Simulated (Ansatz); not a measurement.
AlSiCN (P3m1, No. 156, 4 atoms in the cell; start mp-1227998), treated with G0W0@PBEsol in Ansatz (plane waves, hard PAW, contour deformation).

The cell is the one relaxed with PBEsol. Conventional cell: a = 3.0941 Å, b = 3.0941 Å, c = 5.0267 Å, α = 90.00°, β = 90.00°, γ = 120.00°.

The quasiparticle gap at Γ at a fixed k mesh 6×6×2:

```
response cutoff          value (eV)
-----------------------  ----------
150 eV, 319 empty bands       5.465
200 eV, 492 empty bands       5.499
250 eV, 687 empty bands       5.510
300 eV, 903 empty bands       5.516
```

Taking the value to converge with the response cutoff E as E^(−3/2), extrapolate from the last two rows.

With y = y∞ + c/w and weights w = 3953 and 5196 for the last two rows, y∞ = (w2 y2 − w1 y1)/(w2 − w1) = (5196 × 5.516 − 3953 × 5.510)/1243 = 5.535 eV, which lies 0.019 beyond the last row. Successive pairs of rows give 5.562, 5.538, 5.535. The limit also hangs on the law assumed, so its last digits aren't firm.

The other settings are not extrapolated, so this is the limit in one setting alone.

At the last cutoff the smallest gap on this mesh is 4.65 eV, with an edge away from Γ.

A start named mp-… is a Materials Project structure, which need not be a measured phase.

Ansatz is a quantum-chemistry and plane-wave program.
